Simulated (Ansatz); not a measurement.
Take HfB2 (space group P6/mmm, No. 191; a = 3.1278 Å, c = 3.4461 Å; relaxed with 0.1 eV smearing) as the base. Axes: x lies along a and z along c of the hexagonal cell.

Method: DFT with PBEsol, PAW potentials and a 420 eV plane-wave cutoff in Ansatz (an electronic-structure program), no spin-orbit coupling.

Base values:

- Shortest interatomic distance: 1.806 Å
- Pressure: 0.0 GPa

It is then changed as follows: biaxial strain −3.00 %, plane normal [001], relaxed out of plane (Cartesian); in-plane vectors clamped, the third vector and the atoms free.

**Question.** How does this affect the shortest interatomic distance, out-of-plane strain and pressure?

**Answer.** The shortest interatomic distance shrinks by 0.054 Å to 1.752 Å; the out-of-plane strain comes out as +1.71 %; the pressure (mean of the normal stresses, compression positive) goes from zero to 13.8 GPa.

Whether these cells are dynamically stable was not tested. The final runs are not spin-polarised.
